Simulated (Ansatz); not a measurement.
## A computed series for CdTe: pressure series

The parent structure is CdTe in the zinc blende structure (space group F-43m, No. 216).

Space group F-43m (No. 216); a = 6.6180 Å, b = 6.6180 Å, c = 6.6180 Å, α = 90.00°, β = 90.00°, γ = 90.00°

```
atom  site  symmetry       x       y       z
----  ----  --------  ------  ------  ------
Te      4c      -43m  0.2500  0.2500  0.2500
Cd      4a      -43m  0.0000  0.0000  0.0000
```
(The calculation used a cell of 2 atoms; values per cell refer to that cell.)

Cell and atoms are relaxed at each pressure.

Level of theory: plane-wave PAW DFT at the PBE level (Ansatz, a quantum-chemistry and plane-wave program, 420 eV), spin-orbit coupling left out.

Notes on the quantities. hole mass: degenerate bands, along [100]; enthalpy: H = E + PV relative to the base's energy.

| change | lattice parameter a | electron mass | band gap | hole mass | enthalpy |
|---|---|---|---|---|---|
| base | 6.618 Å | 0.053 mₑ (at Γ) | 0.59 eV | 0.054, 0.57, 0.57 mₑ (at Γ) | – |
| pressure −2 GPa | 6.768 Å | 0.039 mₑ (at Γ) | 0.39 eV | 0.040, 0.64, 0.64 mₑ (at Γ) | -0.47 eV/atom |
| pressure −1 GPa | 6.687 Å | 0.047 mₑ (at Γ) | 0.50 eV | 0.047, 0.60, 0.60 mₑ (at Γ) | -0.23 eV/atom |
| pressure 1.8 GPa | 6.518 Å | 0.061 mₑ (at Γ) | 0.72 eV | 0.062, 0.53, 0.53 mₑ (at Γ) | +0.40 eV/atom |
| pressure 4.2 GPa | 6.412 Å | 0.070 mₑ (at Γ) | 0.87 eV | (withheld) | +0.90 eV/atom |
| pressure 9 GPa | 6.252 Å | 0.082 mₑ (at Γ) | 1.10 eV | 0.083, 0.43, 0.43 mₑ (at Γ) | +1.85 eV/atom |
| pressure 18 GPa | 6.050 Å | 0.096 mₑ (at Γ) | 1.41 eV | 0.098, 0.36, 0.36 mₑ (at Γ) | +3.48 eV/atom |
| pressure 30 GPa | 5.868 Å | 0.11 mₑ (at Γ) | 1.68 eV | 0.11, 0.31, 0.31 mₑ (at Γ) | +5.46 eV/atom |
| pressure 45 GPa | 5.708 Å | – | 1.49 eV | 0.12, 0.27, 0.27 mₑ (at Γ) | +7.72 eV/atom |
| pressure 60 GPa | (withheld) | – | 1.25 eV | 0.12, 0.24, 0.24 mₑ (at Γ) | +9.83 eV/atom |

**Question.** Complete the table.

**Answer.** 
- pressure 4.2 GPa, hole mass: 0.071, 0.49, 0.49 mₑ (at Γ)
- pressure 60 GPa, lattice parameter a: 5.587 Å

Spin-orbit coupling, missing from the scalar runs, can matter with Te. Load acts through the strain it causes; cell and atoms are relaxed under it. Effective masses come from finite differences of ±0.01 Å⁻¹. Whether these cells are dynamically stable was not tested. Measured, CdTe leaves this structure (for cinnabar) near 3.53 GPa (temperature not stated; as listed in Datta, Sujoy, Jana, Debnarayan, arXiv (2020)), on rising pressure, with hysteresis.
